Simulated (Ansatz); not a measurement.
The reference is GeSe (space group P6_3mc, No. 186; a hypothetical phase, not in the database extracts checked).

```yaml
crystal:
  lattice:
    - [4.71033, 0.00000, 0.00000]
    - [-2.35516, 4.07926, 0.00000]
    - [0.00000, 0.00000, 5.68483]
  atoms:
    - { symbol: Ge, position: [0.66667, 0.33333, 0.04159] }
    - { symbol: Ge, position: [0.33333, 0.66667, 0.54159] }
    - { symbol: Se, position: [0.66667, 0.33333, 0.58361] }
    - { symbol: Se, position: [0.33333, 0.66667, 0.08361] }
```

Cartesian axes are those of the cell as printed.

Computed with PBEsol/PAW in Ansatz (a program for electronic structure), spin-orbit coupling left out, earlier PAW set.

Strains are applied to the cell and any free atomic positions relax; under biaxial strain the out-of-plane vector relaxes too.

One change was made to it. Results:

The pressure (mean of the normal stresses, compression positive) falls by 4.8 kbar, from -0.1 kbar to -4.9 kbar; the band gap goes up by 0.04 eV to 0.58 eV; the smallest direct gap increases by 0.05 eV, from 0.89 eV to 0.94 eV.

**Question.** Which of these changes matches the shifts?
(A) isotropic strain +2.18 %
(B) strain tensor (xx, yy, zz, yz, xz, xy) = (−1.10, −0.45, +1.19, −0.23, −0.54, −1.36) %
(C) biaxial strain +0.59 %, plane normal [001], relaxed out of plane
(D) isotropic strain +3.72 %

**Answer.** C, biaxial strain +0.59 %, plane normal [001], relaxed out of plane. For comparison, the band gap in the other runs: isotropic strain +3.72 % gives 0.97 eV; isotropic strain +2.18 % gives 0.86 eV; strain tensor (xx, yy, zz, yz, xz, xy) = (−1.10, −0.45, +1.19, −0.23, −0.54, −1.36) % gives 0.66 eV.

No phonon test of stability was made.
